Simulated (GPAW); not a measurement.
Equation of state of zinc-blende SiC (space group 216): energy against volume (GPAW, LDA)

```xyz
2
Lattice="0.0000 2.0952 2.0952 2.0952 0.0000 2.0952 2.0952 2.0952 0.0000" Properties=species:S:1:pos:R:3 pbc="T T T"
Si     0.0000     0.0000     0.0000
C      3.1428     3.1428     3.1428
```

Method: LDA (Perdew-Wang 92), GPAW PAW datasets LDA (gpaw-data 1.0.1) (plane waves; GPAW 25.7.0). Settings: mode = pw; ecut = 1040 eV; xc = LDA; kpts = 13 13 13; mesh shift (steps) = 0 0 0; occupations.name = fermi-dirac; occupations.width = 0.01 eV; nbands = -6; convergence.bands = -4; symmetry.symmorphic = false; symmetry.tolerance = 0.0005; maxiter = 150. The cell above is the first row's. The rows scale it uniformly. In all rows fractional positions and the k mesh are held. E is the free energy at the stated smearing, counted from the lowest row.

```
V (Å^3/atom)  E (meV/atom)
------------  ------------
9.198                    ?
9.398                52.28
9.598                28.58
9.798                12.42
9.998                 3.10
10.198                0.00
10.398                2.55
10.597               10.22
10.797               22.56
```

Fit E of the 8 rows that show it with the third-order Birch-Murnaghan form, a cubic in V^(-2/3). With u = V^(-2/3) - 0.214, the rows have u = 0.010548, 0.007418, 0.004395, 0.001472, -0.001354, -0.004090, -0.006726, -0.009294. Least squares gives E = 0.759 + 1053.08·u + 364574·u² - 126802·u³. Residuals (row less fit): -0.001, 0.000, 0.001, 0.001, -0.002, -0.009, 0.012, -0.005; standard error 0.008 (degrees of freedom: 4). Its minimum lies at u = -0.001443, so V0 = (0.212557)^(-3/2) = 10.20. There d²E/du² = 730200 and d³E/du³ = -760800, so B0 = (4/9) × 10.20^(-7/3) × 730200 × 0.160218 = 230 GPa (the last factor turns the table's units into GPa), and B0' = 4 + (2/3) × 0.212557 × (-760800)/730200 = 3.9. The program's pressures in the fitted runs (not shown) pass through zero at V = 10.20, 0.06 % from this V0.

What does the fit predict for E at V = 9.198, and how far is the calculated value from it?

u = 0.013792, so E = 0.759 + 1053.08 × 0.013792 + 364574 × 0.013792² - 126802 × 0.013792³ = 84.299 meV/atom. The calculation gives 84.28 meV/atom, 0.019 meV/atom below the prediction (under 0.05 % of the range of E in the table). The row lies outside the fitted rows, so this is an extrapolation. From the scatter of the fitted rows alone, a prediction at this place has a standard error of 0.024 meV/atom, so the miss is 0.8 times that.

Carrying the step between the two nearest rows on in a straight line would have given 75.98, off by 8.30; series whose last step already gives the withheld value aren't shown. The scan was laid around a cell of about the measured size, scaled by a guess for this functional. This is the 3C polytype. The runs keep the symmetry of the cell, so they don't test it for distortions. Cutoffs and mesh are single choices, not tested for convergence of this quantity. Series with a scatter that would blur these digits, or in which a gap closes, are not shown. Nor are scans whose minimum lies at an end fitted in this form.
